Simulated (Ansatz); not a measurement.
Base system: ZrS$_{2}$ in the CdI2 type structure (space group P-3m1, No. 164; a = 3.5781 Å, c = 5.5398 Å; layered, stacked along the Cartesian z axis). Axes: x lies along a and z along c of the hexagonal cell.

Now apply this change: strain tensor (xx, yy, zz, yz, xz, xy) = (+1.59, +0.10, −0.96, −0.53, −0.08, −0.03) %, atoms relaxed at fixed cell.

Levels (all Ansatz, a quantum-chemistry and plane-wave program, PAW): PBEsol-D3(BJ) (420 eV, no SOC); r2SCAN (500 eV, spin-orbit coupling left out); HSE06 (420 eV, no spin-orbit coupling).

At the geometry relaxed with PBEsol-D3(BJ), these levels gave the following band gaps, in shuffled order: (a) 0.67 eV, (b) 1.10 eV, (c) 0.30 eV.

Match each gap to its level.

(a) r2SCAN; (b) HSE06; (c) PBEsol-D3(BJ).

Single points use the geometry relaxed with PBEsol-D3(BJ). The hybrid gap comes from the SCF mesh plus the semilocal run's edge points and a few special points and is an upper bound. Whether these cells are dynamically stable was not tested.
